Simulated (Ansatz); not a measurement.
Take Hf in the hcp (Mg type) structure (space group P6_3/mmc, No. 194; a = 3.198 Å, c = 5.049 Å; relaxed with 0.1 eV smearing) as the base. Axes: x lies along a and z along c of the hexagonal cell.

Computed with plane-wave PAW DFT at the r2SCAN level (Ansatz, a program for electronic structure, 500 eV), without spin-orbit coupling.

Before the change:

* **Volume per atom**: 22.36 Å³

Now apply this change: tensile biaxial strain of 2.00 % in the plane normal to [001], as in epitaxy on a mismatched substrate; the out-of-plane cell vector and the atoms relax.

Problem. How does this affect the volume per atom?

Solution. The volume per atom rises by 0.61 Å³, from 22.36 Å³ to 22.97 Å³.

Stability against distortions was not tested. All final runs are without spin polarisation.
